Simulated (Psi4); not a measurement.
Psi4 1.11, BP86/def2-svpd: Nb(F)3(OH)2 ([OH][Nb]([OH])([F])([F])[F]), 8 atoms. The geometry is a generated start, not checked to be a minimum at this level.

```yaml
task: energy
method: bp86
basis: def2-svpd
memory: 3 GB
maxiter: 100
keys_of_the_molecule_block: symmetry c1
scf_type: df (default)
e_convergence: 1e-06 (default)
d_convergence: 1e-06 (default)
dft_radial_points: 75 (default)
dft_spherical_points: 302 (default)
effective_core_potentials: those of the basis set, past Kr
basis_functions: 165
grid_points: 174108
```

```xyz
8

Nb    -0.0005    -0.0001    -0.0042
F      1.7465    -0.6522    -0.1230
F     -0.7227     0.4522     1.6593
F     -1.0263     0.1999    -1.5519
O     -0.6055    -1.6627     0.1876
H     -0.9415    -2.5563     0.3005
O      0.6091     1.6605    -0.1890
H      0.9410     2.5587    -0.2794
```

Charge 0 and multiplicity 1 are set for this test and not shown to be the ground state.

With the defaults (diis = true, scf_initial_accelerator = adiis, damping_percentage = 0, diis_max_vecs = 10, guess = auto, which took SAD, level_shift = 0, level_shift_cutoff = 0.01, soscf = false, soscf_start_convergence = 0.01) it converges in 11 SCF iterations. One run each on 2 threads, with these changes:
- guess = modhuckel
- level_shift = 0.5, level_shift_cutoff = 0.001
- diis = false, scf_initial_accelerator = none, damping_percentage = 60
- soscf = true, soscf_start_convergence = 0.001
- guess = sapgau
- scf_initial_accelerator = ediis
- diis_max_vecs = 20
- scf_initial_accelerator = none
- damping_percentage = 20

Task: Which runs fail or end elsewhere than the default run?

Result: No convergence: diis = false, scf_initial_accelerator = none, damping_percentage = 60 (the run ends without SCF convergence in 100 iterations). The rest reach the solution of the defaults.

| setting | SCF iterations | JK calls | end |
|---|---|---|---|
| soscf = true, soscf_start_convergence = 0.001 | 9 | 20 | same solution |
| level_shift = 0.5, level_shift_cutoff = 0.001 | 10 | 11 | same solution |
| the defaults | 11 | 12 | same solution |
| diis_max_vecs = 20 | 11 | 12 | same solution |
| scf_initial_accelerator = ediis | 11 | 12 | same solution |
| scf_initial_accelerator = none | 11 | 12 | same solution |
| guess = modhuckel | 12 | 43 | same solution |
| guess = sapgau | 23 | 23 | same solution |
| damping_percentage = 20 | 23 | 24 | same solution |
| diis = false, scf_initial_accelerator = none, damping_percentage = 60 | 100 | 101 | no convergence |

An SOSCF iteration holds several JK calls; a Hückel guess adds calls on atoms. 1 further run of the study ended by our limits or in an error and is left out.
